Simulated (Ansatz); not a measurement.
For LaN (model structure, started from the zincblende type, F-43m, No. 216, 2 atoms in the cell), PBEsol (plane waves, PAW; Ansatz, a program for electronic structure) gives:

* **lattice constant a**: 5.546 Å
* **bulk modulus B0**: 92.0 GPa
* **band gap**: 1.07 eV

**Question.** What does r²SCAN (Ansatz, plane waves, PAW) give for the same quantities?

**Answer.** 
- lattice constant a: 5.605 Å (goes up by 1.1 %)
- bulk modulus: 90.0 GPa (drops by 2.2 %)
- band gap: 1.51 eV (rises by 0.44 eV)

Changes are worked out from the printed values.

Unless a cell is named, each level is at its own relaxed cell (PBEsol 21.33, r²SCAN 22.01 Å³/atom).

Spin–orbit coupling is included only where a level's name says +SOC; with heavier elements it mostly lowers gaps and can invert bands. Density-functional gaps are differences of (generalised) Kohn–Sham levels.

Caveats: the bulk modulus is −V dP/dV from two relaxed cells at ±2 % in volume (PBEsol, r²SCAN). Ansatz's density-functional and Hartree–Fock values are scalar-relativistic unless marked +SOC, with PAW data made under PBE.

A model structure was made by putting elements into a prototype or built by hand; it is no filed structure, need not be a known phase, and can be a saddle point held by its symmetry.
